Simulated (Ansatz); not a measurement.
Ge well of 12 atomic layers along [001] in random Si0.2Ge0.8, interfaces one step of a layer

Prepared with LAMMPS with Tersoff's 1989 multicomponent potential (SiCGe.tersoff): minimisation. Geometry as solved with Ansatz (a quantum-chemistry and plane-wave program) with PBE, support functions at accuracy medium on the grid of 370 eV.

```xyz
648
Lattice="17.11 0.00 0.00 0.00 17.11 0.00 0.00 0.00 51.69" Properties=species:S:1:pos:R:3 pbc="T T T"
Si     0.03     0.04     0.01
Si     1.44     1.41     1.39
Si     2.82     2.83     0.03
Ge     4.24     4.26     1.40
Ge     2.83     0.02     2.86
Si     4.24     1.44     4.28
Ge     0.02     2.78     2.84
Ge     1.44     4.26     4.27
Si     0.04     0.05     5.69
Si     1.38     1.43     7.12
Ge     2.85     2.83     5.75
Si     4.24     4.29     7.14
Ge     2.80     0.04     8.54
Ge     4.23     1.46    10.01
Si     0.04     2.83     8.52
Ge     1.46     4.24     9.94
Ge     0.00     0.02    11.43
Ge     1.42     1.48    12.86
Si     2.83     2.86    11.42
Ge     4.24     4.27    12.82
Ge     2.84     0.01    14.29
Ge     4.28     1.42    15.74
Si     0.01     2.85    14.30
Ge     1.41     4.26    15.72
Ge     0.01     0.00    17.18
Ge     1.43     1.43    18.63
Ge     2.85     2.85    17.18
Ge     4.27     4.27    18.64
Ge     2.85    -0.01    20.07
Ge     4.28     1.41    21.53
Ge     0.00     2.86    20.08
Ge     1.42     4.28    21.54
Ge     0.00     0.00    22.98
Ge     1.42     1.42    24.44
Ge     2.85     2.85    22.98
Ge     4.28     4.28    24.43
Ge     2.85     0.00    25.89
Ge     4.28     1.43    27.34
Ge     0.00     2.85    25.89
Ge     1.43     4.28    27.35
Ge     0.00     0.00    28.81
Ge     1.43     1.43    30.25
Ge     2.86     2.85    28.80
Ge     4.28     4.28    30.25
Ge     2.86     0.01    31.70
Ge     4.28     1.43    33.17
Ge     0.01     2.85    31.71
Ge     1.43     4.27    33.17
Ge     0.02     0.01    34.63
Si     1.42     1.42    36.03
Ge     2.84     2.84    34.64
Si     4.26     4.26    36.03
Ge     2.79    -0.02    37.45
Ge     4.28     1.36    38.90
Ge     0.01     2.82    37.42
Ge     1.44     4.25    38.86
Ge     0.02    -0.02    40.27
Ge     1.43     1.41    41.74
Ge     2.87     2.84    40.31
Ge     4.31     4.31    41.69
Ge     2.86    -0.08    43.13
Ge     4.25     1.41    44.55
Si     0.00     2.82    43.12
Ge     1.39     4.24    44.53
Si     0.04     0.00    45.96
Si     1.39     1.39    47.37
Ge     2.81     2.81    46.00
Ge     4.30     4.24    47.43
Ge     2.83     0.05    48.81
Ge     4.26     1.48    50.27
Ge     0.02     2.81    48.80
Ge     1.45     4.23    50.28
Ge     0.01     5.68     0.01
Ge     1.40     7.14     1.45
Ge     2.86     8.55    -0.01
Ge     4.29     9.96     1.44
Ge     2.87     5.73     2.87
Si     4.28     7.12     4.29
Si    -0.01     8.54     2.86
Ge     1.41     9.93     4.27
Ge     0.02     5.71     5.71
Ge     1.49     7.10     7.16
Ge     2.91     8.55     5.71
Si     4.26    10.03     7.12
Si     2.88     5.66     8.54
Ge     4.24     7.12     9.96
Ge     0.05     8.56     8.57
Si     1.47    10.01     9.94
Ge     0.02     5.68    11.41
Ge     1.39     7.16    12.86
Ge     2.82     8.59    11.40
Ge     4.25    10.00    12.89
Ge     2.84     5.72    14.28
Ge     4.28     7.13    15.74
Si     0.00     8.57    14.28
Ge     1.43     9.98    15.68
Ge     0.00     5.71    17.17
Ge     1.43     7.13    18.63
Ge     2.84     8.56    17.17
Ge     4.28     9.98    18.61
Ge     2.85     5.71    20.09
Ge     4.28     7.13    21.53
Ge     0.00     8.55    20.08
Ge     1.43     9.98    21.53
Ge     0.00     5.70    22.99
Ge     1.43     7.13    24.44
Ge     2.85     8.56    22.99
Ge     4.28     9.98    24.44
Ge     2.85     5.70    25.89
Ge     4.28     7.12    27.34
Ge     0.00     8.55    25.89
Ge     1.42     9.98    27.35
Ge     0.00     5.70    28.80
Ge     1.43     7.13    30.25
Ge     2.85     8.55    28.79
Ge     4.27     9.97    30.25
Ge     2.85     5.70    31.70
Ge     4.27     7.12    33.16
Ge     0.00     8.56    31.69
Ge     1.41    10.00    33.15
Ge     0.00     5.72    34.59
Ge     1.40     7.16    36.04
Ge     2.84     8.57    34.59
Ge     4.27     9.99    36.03
Ge     2.87     5.69    37.43
Ge     4.30     7.11    38.90
Si    -0.01     8.58    37.43
Ge     1.39     9.98    38.87
Ge     0.00     5.69    40.28
Ge     1.40     7.15    41.73
Ge     2.87     8.58    40.31
Si     4.29     9.99    41.70
Ge     2.84     5.71    43.14
Ge     4.24     7.16    44.58
Ge    -0.05     8.59    43.15
Ge     1.45     9.97    44.60
Ge    -0.03     5.74    45.94
Ge     1.45     7.13    47.38
Si     2.85     8.56    46.00
Ge     4.27     9.96    47.40
Ge     2.87     5.69    48.83
Ge     4.32     7.15    50.23
Ge     0.00     8.54    48.83
Ge     1.43     9.99    50.25
Ge     0.01    11.42     0.02
Ge     1.44    12.87     1.46
Ge     2.86    14.31     0.02
Si     4.25    15.70     1.45
Ge     2.86    11.39     2.87
Ge     4.28    12.83     4.32
Ge     0.03    14.33     2.90
Si     1.41    15.75     4.31
Ge     0.00    11.38     5.71
Ge     1.45    12.79     7.16
Ge     2.81    14.29     5.69
Ge     4.25    15.71     7.12
Si     2.86    11.36     8.54
Ge     4.24    12.79     9.95
Ge     0.00    14.24     8.57
Ge     1.42    15.68    10.00
Ge     0.06    11.37    11.40
Ge     1.46    12.80    12.89
Ge     2.85    14.24    11.42
Ge     4.27    15.67    12.86
Si     2.87    11.42    14.32
Si     4.25    12.78    15.71
Ge     0.01    14.24    14.30
Ge     1.44    15.67    15.74
Ge     0.00    11.39    17.16
Ge     1.43    12.82    18.61
Ge     2.88    14.21    17.15
Ge     4.28    15.66    18.62
Ge     2.85    11.40    20.07
Ge     4.28    12.83    21.53
Ge     0.01    14.25    20.07
Ge     1.43    15.68    21.53
Ge     0.00    11.40    22.98
Ge     1.43    12.83    24.44
Ge     2.85    14.25    22.99
Ge     4.28    15.68    24.44
Ge     2.85    11.40    25.89
Ge     4.27    12.83    27.35
Ge     0.00    14.26    25.89
Ge     1.42    15.68    27.34
Ge     0.00    11.41    28.79
Ge     1.42    12.84    30.25
Ge     2.84    14.26    28.80
Ge     4.27    15.69    30.24
Ge     2.84    11.41    31.69
Ge     4.27    12.83    33.14
Ge    -0.01    14.25    31.72
Ge     1.43    15.69    33.15
Ge    -0.02    11.39    34.64
Ge     1.40    12.86    36.07
Ge     2.84    14.25    34.59
Ge     4.27    15.68    36.04
Ge     2.87    11.45    37.50
Si     4.29    12.85    38.90
Si     0.00    14.25    37.51
Si     1.40    15.66    38.85
Ge    -0.06    11.42    40.31
Ge     1.44    12.84    41.72
Ge     2.87    14.29    40.27
Si     4.32    15.66    41.69
Ge     2.88    11.38    43.11
Ge     4.30    12.87    44.52
Ge     0.02    14.27    43.18
Si     1.41    15.70    44.59
Ge     0.02    11.44    46.01
Si     1.43    12.85    47.40
Ge     2.81    14.26    45.97
Ge     4.26    15.68    47.40
Ge     2.83    11.44    48.80
Ge     4.27    12.84    50.27
Ge     0.02    14.27    48.79
Ge     1.41    15.73    50.27
Ge     5.64    -0.01     0.02
Ge     7.09     1.43     1.42
Ge     8.52     2.89    -0.01
Ge     9.97     4.27     1.48
Ge     8.57     0.02     2.82
Ge    10.01     1.46     4.26
Ge     5.65     2.84     2.87
Ge     7.11     4.31     4.25
Ge     5.67     0.04     5.67
Ge     7.10     1.46     7.12
Ge     8.55     2.88     5.69
Ge     9.99     4.28     7.14
Ge     8.55     0.04     8.58
Si     9.98     1.42     9.98
Ge     5.66     2.90     8.55
Ge     7.14     4.29     9.99
Ge     5.69     0.00    11.42
Ge     7.13     1.42    12.85
Ge     8.58     2.82    11.40
Ge     9.97     4.27    12.85
Ge     8.55    -0.03    14.29
Ge     9.98     1.42    15.73
Ge     5.69     2.85    14.28
Ge     7.12     4.27    15.74
Ge     5.70     0.00    17.19
Ge     7.13     1.42    18.64
Ge     8.55     2.85    17.18
Ge     9.98     4.28    18.63
Ge     8.55     0.00    20.09
Ge     9.98     1.43    21.53
Ge     5.70     2.85    20.08
Ge     7.13     4.28    21.53
Ge     5.70    -0.01    22.99
Ge     7.13     1.42    24.43
Ge     8.56     2.85    22.98
Ge     9.98     4.28    24.44
Ge     8.55     0.00    25.89
Ge     9.98     1.42    27.35
Ge     5.70     2.85    25.89
Ge     7.13     4.28    27.34
Ge     5.70     0.00    28.79
Ge     7.12     1.43    30.24
Ge     8.55     2.85    28.79
Ge     9.97     4.27    30.24
Ge     8.55     0.01    31.69
Ge     9.98     1.43    33.14
Ge     5.70     2.85    31.71
Ge     7.13     4.26    33.17
Ge     5.71     0.00    34.60
Ge     7.15     1.40    36.07
Ge     8.59     2.85    34.63
Si     9.99     4.27    36.03
Si     8.50    -0.03    37.52
Ge     9.96     1.37    38.89
Ge     5.67     2.85    37.45
Ge     7.11     4.29    38.88
Si     5.70    -0.05    40.30
Ge     7.11     1.38    41.69
Ge     8.57     2.86    40.31
Si     9.99     4.30    41.69
Ge     8.59    -0.04    43.11
Ge     9.99     1.42    44.55
Ge     5.70     2.84    43.13
Ge     7.15     4.27    44.55
Ge     5.71     0.00    45.98
Ge     7.10     1.45    47.45
Ge     8.56     2.85    46.00
Ge    10.01     4.31    47.40
Ge     8.55     0.02    48.84
Ge     9.98     1.45    50.27
Si     5.71     2.87    48.88
Si     7.11     4.26    50.22
Ge     5.73     5.67    -0.04
Ge     7.17     7.10     1.42
Si     8.54     8.54    -0.01
Ge     9.93     9.95     1.41
Si     8.55     5.70     2.85
Ge     9.95     7.09     4.26
Ge     5.70     8.50     2.88
Ge     7.08     9.99     4.34
Ge     5.64     5.69     5.71
Ge     7.09     7.13     7.13
Ge     8.56     8.55     5.73
Ge    10.01     9.95     7.19
Ge     8.56     5.73     8.56
Ge    10.02     7.16     9.96
Ge     5.65     8.60     8.53
Ge     7.11     9.98    10.00
Ge     5.69     5.72    11.42
Ge     7.12     7.14    12.86
Ge     8.56     8.56    11.42
Ge     9.98     9.99    12.86
Ge     8.54     5.70    14.30
Ge     9.96     7.14    15.74
Ge     5.71     8.59    14.32
Si     7.11     9.98    15.74
Ge     5.70     5.70    17.19
Ge     7.12     7.14    18.63
Ge     8.52     8.59    17.16
Ge     9.97     9.98    18.62
Ge     8.55     5.71    20.08
Ge     9.98     7.13    21.53
Ge     5.69     8.56    20.07
Ge     7.12     9.98    21.53
Ge     5.70     5.71    22.98
Ge     7.13     7.13    24.44
Ge     8.55     8.55    22.98
Ge     9.98     9.98    24.44
Ge     8.55     5.70    25.89
Ge     9.98     7.13    27.34
Ge     5.70     8.55    25.89
Ge     7.13     9.98    27.35
Ge     5.70     5.70    28.80
Ge     7.12     7.12    30.25
Ge     8.56     8.55    28.81
Ge     9.99     9.98    30.26
Ge     8.55     5.69    31.70
Ge     9.98     7.11    33.15
Ge     5.70     8.55    31.71
Ge     7.13     9.99    33.14
Ge     5.67     5.66    34.62
Ge     7.13     7.12    36.02
Ge     8.55     8.55    34.58
Ge     9.99     9.98    36.03
Ge     8.58     5.68    37.44
Ge    10.02     7.09    38.90
Ge     5.70     8.56    37.46
Ge     7.12    10.00    38.89
Si     5.71     5.70    40.29
Ge     7.10     7.10    41.70
Ge     8.55     8.55    40.30
Ge     9.94    10.01    41.74
Ge     8.59     5.70    43.11
Ge     9.98     7.14    44.61
Ge     5.68     8.58    43.11
Ge     7.17     9.99    44.53
Ge     5.70     5.71    45.98
Ge     7.12     7.18    47.40
Si     8.55     8.57    45.97
Ge     9.95     9.99    47.37
Ge     8.52     5.70    48.84
Ge     9.95     7.12    50.29
Si     5.71     8.57    48.81
Ge     7.16     9.94    50.22
Ge     5.71    11.38    -0.02
Ge     7.11    12.84     1.42
Ge     8.55    14.24    -0.02
Ge     9.99    15.67     1.40
Ge     8.52    11.40     2.87
Ge     9.98    12.82     4.28
Ge     5.66    14.28     2.83
Ge     7.12    15.71     4.25
Si     5.65    11.39     5.75
Ge     7.10    12.80     7.12
Ge     8.53    14.25     5.70
Ge     9.96    15.68     7.14
Ge     8.57    11.42     8.59
Si     9.98    12.82    10.00
Ge     5.68    14.25     8.54
Ge     7.12    15.67     9.99
Ge     5.68    11.41    11.43
Ge     7.12    12.82    12.87
Ge     8.57    14.22    11.41
Ge     9.99    15.67    12.84
Ge     8.52    11.38    14.33
Ge     9.98    12.82    15.73
Ge     5.66    14.22    14.33
Ge     7.11    15.66    15.75
Ge     5.69    11.40    17.12
Ge     7.12    12.82    18.61
Ge     8.56    14.25    17.19
Ge     9.98    15.68    18.64
Ge     8.54    11.40    20.07
Ge     9.97    12.83    21.53
Ge     5.71    14.25    20.08
Ge     7.13    15.67    21.53
Ge     5.70    11.40    22.99
Ge     7.13    12.83    24.44
Ge     8.55    14.25    22.99
Ge     9.98    15.68    24.44
Ge     8.55    11.40    25.90
Ge     9.98    12.83    27.35
Ge     5.70    14.25    25.90
Ge     7.13    15.68    27.35
Ge     5.70    11.40    28.80
Ge     7.13    12.83    30.25
Ge     8.56    14.26    28.80
Ge     9.99    15.68    30.26
Ge     8.56    11.41    31.70
Ge     9.98    12.84    33.15
Ge     5.69    14.26    31.69
Ge     7.12    15.68    33.14
Ge     5.70    11.41    34.59
Ge     7.12    12.85    36.03
Ge     8.55    14.27    34.59
Ge     9.93    15.71    36.07
Ge     8.55    11.42    37.45
Ge     9.96    12.86    38.89
Ge     5.71    14.27    37.52
Si     7.12    15.71    38.92
Ge     5.69    11.46    40.34
Si     7.12    12.86    41.76
Ge     8.53    14.30    40.34
Si    10.02    15.70    41.70
Si     8.52    11.46    43.10
Ge     9.97    12.82    44.50
Si     5.69    14.26    43.08
Ge     7.10    15.64    44.52
Ge     5.71    11.40    45.96
Ge     7.14    12.79    47.43
Ge     8.55    14.23    45.97
Ge     9.97    15.69    47.38
Si     8.56    11.38    48.81
Ge     9.96    12.80    50.21
Ge     5.70    14.25    48.83
Ge     7.11    15.69    50.27
Ge    11.43     0.02     0.01
Ge    12.82     1.48     1.47
Ge    14.24     2.86    -0.03
Ge    15.68     4.24     1.44
Ge    14.30     0.05     2.88
Si    15.74     1.40     4.30
Si    11.42     2.89     2.88
Si    12.83     4.25     4.27
Ge    11.40     0.00     5.70
Ge    12.84     1.42     7.12
Ge    14.28     2.84     5.65
Ge    15.71     4.25     7.13
Ge    14.29     0.00     8.55
Ge    15.73     1.46     9.95
Ge    11.39     2.83     8.58
Ge    12.84     4.28    10.00
Ge    11.38     0.02    11.39
Ge    12.84     1.43    12.84
Ge    14.29     2.86    11.42
Ge    15.72     4.25    12.89
Ge    14.26     0.00    14.30
Ge    15.72     1.45    15.71
Ge    11.42     2.86    14.29
Ge    12.84     4.30    15.74
Ge    11.40    -0.01    17.18
Ge    12.84     1.42    18.62
Ge    14.27     2.85    17.18
Ge    15.68     4.29    18.63
Ge    14.26     0.00    20.08
Ge    15.68     1.43    21.53
Ge    11.41     2.85    20.07
Ge    12.83     4.28    21.53
Ge    11.41     0.00    22.99
Ge    12.83     1.43    24.44
Ge    14.26     2.85    22.99
Ge    15.68     4.28    24.44
Ge    14.26     0.00    25.89
Ge    15.68     1.42    27.35
Ge    11.41     2.85    25.89
Ge    12.83     4.27    27.35
Ge    11.41     0.00    28.80
Ge    12.84     1.42    30.25
Ge    14.26     2.85    28.80
Ge    15.68     4.28    30.26
Ge    14.26    -0.01    31.72
Ge    15.69     1.42    33.16
Ge    11.40     2.85    31.69
Ge    12.82     4.28    33.14
Ge    11.39    -0.01    34.60
Ge    12.83     1.43    36.02
Ge    14.25     2.85    34.57
Ge    15.68     4.28    36.02
Ge    14.24    -0.01    37.46
Ge    15.67     1.44    38.88
Ge    11.38     2.85    37.45
Ge    12.82     4.26    38.94
Si    11.38    -0.02    40.32
Ge    12.81     1.41    41.68
Si    14.25     2.83    40.30
Ge    15.67     4.22    41.72
Ge    14.24    -0.03    43.15
Ge    15.73     1.41    44.55
Ge    11.38     2.89    43.10
Ge    12.80     4.30    44.58
Ge    11.45    -0.02    45.97
Ge    12.88     1.40    47.44
Ge    14.27     2.84    45.98
Ge    15.68     4.28    47.41
Si    14.30    -0.02    48.81
Ge    15.69     1.38    50.25
Ge    11.44     2.87    48.85
Si    12.83     4.28    50.26
Ge    11.41     5.67    -0.01
Ge    12.84     7.11     1.42
Ge    14.27     8.55     0.00
Ge    15.72     9.96     1.45
Ge    14.24     5.67     2.88
Ge    15.68     7.15     4.29
Ge    11.39     8.53     2.85
Ge    12.85     9.95     4.30
Ge    11.44     5.68     5.69
Ge    12.85     7.17     7.12
Si    14.27     8.55     5.70
Ge    15.67     9.94     7.12
Ge    14.27     5.70     8.55
Ge    15.69     7.13     9.99
Si    11.46     8.57     8.58
Si    12.80     9.96     9.98
Ge    11.41     5.71    11.42
Ge    12.84     7.13    12.86
Ge    14.24     8.58    11.40
Ge    15.71     9.96    12.85
Ge    14.29     5.72    14.30
Ge    15.72     7.17    15.72
Ge    11.41     8.56    14.30
Ge    12.84     9.99    15.73
Ge    11.40     5.71    17.19
Ge    12.84     7.14    18.63
Ge    14.27     8.56    17.18
Ge    15.69     9.98    18.63
Ge    14.25     5.71    20.08
Ge    15.68     7.13    21.54
Ge    11.40     8.56    20.07
Ge    12.83     9.98    21.53
Ge    11.40     5.70    22.99
Ge    12.83     7.13    24.44
Ge    14.25     8.55    22.99
Ge    15.68     9.98    24.44
Ge    14.25     5.70    25.90
Ge    15.68     7.13    27.35
Ge    11.40     8.55    25.89
Ge    12.83     9.98    27.34
Ge    11.40     5.70    28.80
Ge    12.83     7.13    30.24
Ge    14.26     8.56    28.80
Ge    15.68     9.99    30.25
Ge    14.25     5.71    31.70
Ge    15.68     7.14    33.14
Ge    11.42     8.55    31.71
Ge    12.85     9.98    33.15
Ge    11.38     5.67    34.61
Ge    12.84     7.12    36.02
Ge    14.29     8.58    34.62
Si    15.71     9.96    36.05
Ge    14.25     5.70    37.48
Ge    15.71     7.18    38.86
Ge    11.43     8.55    37.46
Ge    12.86    10.01    38.88
Si    11.39     5.67    40.33
Ge    12.80     7.12    41.71
Ge    14.28     8.59    40.34
Si    15.65    10.02    41.77
Ge    14.27     5.71    43.16
Si    15.67     7.15    44.54
Ge    11.42     8.60    43.17
Si    12.87    10.00    44.53
Si    11.39     5.71    45.98
Ge    12.80     7.11    47.37
Ge    14.25     8.55    45.93
Ge    15.68     9.97    47.40
Ge    14.22     5.68    48.85
Ge    15.68     7.10    50.26
Ge    11.37     8.54    48.82
Ge    12.82     9.97    50.24
Ge    11.39    11.39    -0.01
Ge    12.84    12.83     1.41
Ge    14.28    14.28    -0.01
Ge    15.73    15.74     1.41
Ge    14.27    11.40     2.86
Ge    15.69    12.85     4.28
Ge    11.42    14.25     2.85
Ge    12.85    15.69     4.28
Ge    11.42    11.39     5.72
Ge    12.83    12.83     7.16
Ge    14.27    14.27     5.72
Ge    15.74    15.72     7.09
Ge    14.23    11.35     8.59
Ge    15.68    12.80    10.01
Ge    11.37    14.24     8.59
Ge    12.84    15.68     9.99
Ge    11.42    11.42    11.39
Si    12.83    12.81    12.84
Ge    14.23    14.23    11.45
Ge    15.68    15.68    12.86
Ge    14.25    11.42    14.25
Ge    15.67    12.83    15.73
Ge    11.43    14.21    14.26
Ge    12.83    15.67    15.73
Ge    11.41    11.41    17.19
Ge    12.83    12.83    18.64
Ge    14.26    14.25    17.19
Ge    15.68    15.69    18.63
Ge    14.26    11.41    20.09
Ge    15.69    12.83    21.53
Ge    11.40    14.26    20.09
Ge    12.83    15.68    21.54
Ge    11.40    11.40    22.98
Ge    12.83    12.83    24.43
Ge    14.26    14.26    22.98
Ge    15.68    15.68    24.44
Ge    14.25    11.41    25.89
Ge    15.68    12.83    27.34
Ge    11.41    14.25    25.89
Ge    12.83    15.68    27.34
Ge    11.41    11.40    28.80
Ge    12.83    12.83    30.25
Ge    14.26    14.26    28.80
Ge    15.68    15.67    30.26
Ge    14.26    11.42    31.71
Ge    15.66    12.85    33.19
Ge    11.42    14.26    31.71
Ge    12.86    15.66    33.19
Ge    11.42    11.41    34.59
Ge    12.87    12.86    36.00
Si    14.28    14.27    34.60
Ge    15.69    15.64    36.05
Ge    14.33    11.42    37.44
Si    15.72    12.85    38.85
Ge    11.40    14.27    37.45
Ge    12.80    15.69    38.92
Ge    11.40    11.42    40.31
Ge    12.87    12.80    41.75
Ge    14.29    14.22    40.27
Ge    15.69    15.67    41.71
Si    14.26    11.38    43.16
Ge    15.64    12.83    44.56
Ge    11.43    14.30    43.12
Si    12.85    15.66    44.57
Ge    11.43    11.39    45.92
Ge    12.85    12.87    47.35
Si    14.24    14.29    45.94
Ge    15.68    15.70    47.34
Ge    14.25    11.41    48.81
Ge    15.70    12.84    50.24
Ge    11.40    14.26    48.81
Ge    12.86    15.71    50.22
```
